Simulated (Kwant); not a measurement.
Device: quantum point contact (saddle potential) in a Si two-dimensional gas. Effective mass 0.19 mₑ, grid spacing 1.3 nm, hard walls, nominal width 48 nm (37 grid rows, so walls 49.4 nm apart), one parabolic valley, scattering region 120 nm long along x; energies count from the band bottom; Fermi energy swept from 0.00061847 to 0.01664 eV. Potential (V0 + ½k y²) cos²(πx/L) for |x| < L/2, with V0 = 0.0064 eV, k = 0.00031 eV/nm², L = 38 nm.

The device is made up for the run: typed textbook-type constants, with dimensions and the other settings drawn at random.

Kwant, effective-mass tight-binding model on a square grid, one spin, coherent transport at 0 K. Conductance is in e²/h.

Density of the scattering states that come in from the left lead, at energy = 0.0087453 eV, in bins, relative to the largest site value (x marks bins outside the device):

```
|           ..                               |
|-:.  ..:---===-:                            |
|+-:..:-==+**#*+-.                           |
|#=-::-=++**#%%*=:                           |
|*=:::-=++++*###+-.                          |
|+-:.:-====-=++*+-.                          |
|=-..:----::::-==-:.                         |
|=-...:::---:.:-==-:.                        |
|+-....::-=+=:.:=+=-..                       |
|#=:...:-+*#*-:-=++=:.                       |
|%+:. .:-*%@%+--+**=-..                      |
|%+:. .:-*%@%+--+**=-..                      |
|#=:...:-+*#*-:-=++=:.                       |
|+-....::-=+=:.:=+=-..                       |
|=-...:::---:.:-==-:.                        |
|=-..:----::::-==-:.                         |
|+-:.:-====-=++*+-.                          |
|*=:::-=++++*###+-.                          |
|#=-::-=++**#%%*=:                           |
|+-:..:-==+**#*+-.                           |
|-:.  ..:---===-:                            |
|           ..                               |
```
Scale: ten equal steps from 0.000 (start of ' ') to 0.971 (end of '@'), in the order ' .:-=+*#%@'; x runs from -58.4 to 58.4, y from -22.3 (bottom) to 22.3 (top).

The conductance there is 0.057 e²/h with 3 open channel(s) in the leads.
